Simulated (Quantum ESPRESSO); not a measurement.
A user runs Quantum ESPRESSO on Mg2Si3 (C2/m, 10 atoms in the cell) and asks whether the run is sound. The aim is a self-consistent single point with DFT, PBEsol, plane waves, GBRV 1.5 ultrasoft (PBESOL) pseudopotentials.

Cell that was meant: a = 5.4816 Å, b = 5.4816 Å, c = 8.9904 Å, α = 114.27°, β = 114.27°, γ = 47.22°.

Part of the input:

```fortran
  ecutrho = 200
  occupations = 'smearing'
  smearing = 'marzari-vanderbilt'
  degauss = 0.2
/
&ELECTRONS
  conv_thr = 1e-8
```

Output, abridged:

```
     Message from routine setup:
     using ibrav=0 with symmetry is DISCOURAGED, use correct ibrav instead
     G-vector sticks info
   [... lines left out ...]
        k(    1) = (   0.0000000   0.0000000   0.0000000), wk =   0.0266667
        k(    2) = (   0.0000000   0.0000000   0.2274090), wk =   0.0533333
        k(    3) = (   0.1091344   0.2496939   0.0547842), wk =   0.1066667
   [... 21 lines left out ...]

     Dense  grid:    57197 G-vectors     FFT dimensions: (  48,  48,  80)

     Smooth grid:    40855 G-vectors     FFT dimensions: (  45,  45,  72)

     Initial potential from superposition of free atoms

     starting charge      62.7952, renormalised to      64.0000
     Self-consistent Calculation

     iteration #  1     ecut=    40.00 Ry     beta= 0.30

     Threshold (ethr) on eigenvalues was too large:
     Diagonalizing with lowered threshold

     total energy              =    -557.81629164 Ry
     estimated scf accuracy    <       0.59921973 Ry

     iteration #  2     ecut=    40.00 Ry     beta= 0.30

     total energy              =    -557.77922172 Ry
     estimated scf accuracy    <       0.13253503 Ry

     iteration #  3     ecut=    40.00 Ry     beta= 0.30

     total energy              =    -557.79933871 Ry
     estimated scf accuracy    <       0.02068385 Ry

   [... 7 blocks of this kind left out ...]

     iteration # 11     ecut=    40.00 Ry     beta= 0.30

     total energy              =    -557.79929333 Ry
     estimated scf accuracy    <       0.00000002 Ry

     iteration # 12     ecut=    40.00 Ry     beta= 0.30
     End of self-consistent calculation

     the Fermi energy is     7.8885 ev

!    total energy              =    -557.79929333 Ry
     estimated scf accuracy    <          2.0E-09 Ry
     smearing contrib. (-TS)   =      -0.04763135 Ry
     internal energy E=F+TS    =    -557.75166199 Ry

     convergence has been achieved in  12 iterations

     Forces acting on atoms (cartesian axes, Ry/au):

     atom    1 type  1   force =     0.00428369    0.00000000    0.00252163
     atom    2 type  1   force =    -0.00428369   -0.00000000   -0.00252163
     atom    3 type  1   force =    -0.00047530    0.00000000   -0.00325492
     atom    4 type  1   force =     0.00047530    0.00000000    0.00325492
   [... lines left out ...]

     Total force =     0.031474     Total SCF correction =     0.000120

          total   stress  (Ry/bohr**3)                   (kbar)     P=       -8.58
  -0.00003560   0.00000000   0.00005875           -5.24        0.00        8.64
  -0.00000000  -0.00008607  -0.00000000           -0.00      -12.66       -0.00
   0.00005875  -0.00000000  -0.00005336            8.64       -0.00       -7.85

   JOB DONE.
```

### Question
Is anything amiss in this input, and did it matter?

### Answer
The run is not sound. The fault is a smearing width that is far too large. A width of many tenths of an electronvolt moves electrons far across the Fermi level or the gap, and the free energy and its derivatives carry a large smearing term. To fix it, use a width small against the gap or band features. The run converged in 12 iterations without an error; against the sound input the free energy falls by 9.8 meV/atom, the pressure goes from -1.09 to -0.86 GPa and the largest force goes from 0.521 to 0.407 eV/Å. The full log also holds: “c_bands:  1 eigenvalues not converged”.

An input that runs soundly differs in these lines (not the only fix; some lines may just follow from the change or write a value another way):
```diff
-  degauss = 0.2
+  degauss = 0.0073499
```

With that input, the run converged in 12 iterations: free energy E − TS -7589.1484 eV; Fermi level (on the code's own zero) 7.86 eV; pressure -1.09 GPa; largest force (vector length) 0.521 eV/Å (DFT, PBEsol, plane waves, GBRV 1.5 ultrasoft (PBESOL) pseudopotentials).

On the sound input: the starting cell comes from a database of computed structures (which also holds hypothetical and non-ambient phases and stackings), without a prior relaxation at this level.
